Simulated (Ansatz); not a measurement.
Effect of uniaxial strain ε_xx = +3.00 % on Zn

Base system: Zn in the hcp (Mg type) structure (space group P6_3/mmc, No. 194; a = 2.613 Å, c = 4.781 Å; relaxed with 0.1 eV smearing). Axes: x lies along a and z along c of the hexagonal cell.

Now apply this change: uniaxial strain ε_xx = +3.00 %, all other strain components held at zero; the atoms relax in the strained cell.

Computed with PBEsol, PAW, 420 eV (Ansatz, an electronic-structure program; no SOC). Settings: 25×25×13 k-points, 0.1 eV Fermi–Dirac smearing.

The volume per atom grows by 0.42 Å³ (14.14 Å³ → 14.56 Å³) and the space group goes from P6_3/mmc (No. 194) to Cmcm (No. 63). The shortest interatomic distance rises by 0.020 Å, from 2.613 Å to 2.633 Å and the energy rises by 7.2 meV/atom. The pressure (mean of the normal stresses, compression positive) goes from zero to -2.7 GPa and the band gap is still zero. The stress (xx, yy, zz, yz, xz, xy; compression positive) comes out as (-4.9, -1.4, -1.8, 0.0, 0.0, 0.0) GPa.

Final structure:

```yaml
crystal:
  lattice:
    - [2.69132, 0.00000, 0.00000]
    - [-1.34566, 2.26286, 0.00000]
    - [0.00000, 0.00000, 4.78146]
  atoms:
    - { symbol: Zn, position: [0.66598, 0.33196, 0.75000] }
    - { symbol: Zn, position: [0.33402, 0.66804, 0.25000] }
```

Whether these cells are dynamically stable was not tested.
